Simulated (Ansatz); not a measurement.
## LiNbO3: uniaxial strain ε_zz = −2.25 %

Start from LiNbO₃ (space group R3c, No. 161).

```xyz
10
Lattice="2.5673 1.4822 4.6080 -2.5673 1.4822 4.6080 0.0000 -2.9645 4.6080" Properties=species:S:1:pos:R:3 pbc="T T T"
Li     0.0000     0.0000     3.8815
Li     0.0000     0.0000    10.7936
Nb     0.0000     0.0000    13.8019
Nb     0.0000     0.0000     6.8898
O     -0.6435    -1.4348     5.4740
O      1.5643     0.1601     5.4740
O     -0.9208     1.2747     5.4740
O     -1.6465    -0.2076     7.7780
O      0.6435     1.5297     7.7780
O      1.0030    -1.3222     7.7780
```

Cartesian axes are those of the cell as printed.

Now apply this change: the cell is compressed by 2.25 % along z with no lateral relaxation; the atoms relax in the strained cell.

Level of theory: PBEsol in Ansatz (plane waves to 420 eV, PAW, no SOC). k-mesh 8×8×8 (Γ-centred); smearing 0.05 eV (Fermi–Dirac).

| quantity | base | changed | shift |
|---|---|---|---|
| volume per atom | 10.52 Å³ | 10.28 Å³ | -0.24 Å³ |
| shortest interatomic distance | 1.882 Å | 1.883 Å | +0.001 Å |
| energy relative to the base (free energy F) | 0 meV/atom | +4.0 meV/atom | +4.0 meV/atom |
| pressure (mean of the normal stresses, compression positive) | 0.00 GPa | 2.94 GPa | +2.94 GPa |
| band gap (an upper bound: an edge found on the path is not a true extremum; both cells) | 3.51 eV | 3.55 eV | +0.04 eV |
| largest internal atomic displacement | – | 0.016 Å | – |
| stress (xx, yy, zz, yz, xz, xy; compression positive) | – | (1.68, 1.68, 5.46, 0.00, 0.00, 0.00) GPa | – |

Final structure:

```xyz
10
Lattice="2.5673 1.4822 4.5044 -2.5673 1.4822 4.5044 0.0000 -2.9645 4.5044" Properties=species:S:1:pos:R:3 pbc="T T T"
Li     0.0000     0.0000     3.7812
Li     0.0000     0.0000    10.5377
Nb     0.0000     0.0000    13.4942
Nb     0.0000     0.0000     6.7376
O     -0.6577    -1.4289     5.3542
O      1.5663     0.1449     5.3542
O     -0.9086     1.2840     5.3542
O     -1.6587    -0.1982     7.6064
O      0.6577     1.5356     7.6064
O      1.0010    -1.3374     7.6064
```

No phonon test of stability was made.

Ansatz is an electronic-structure program.
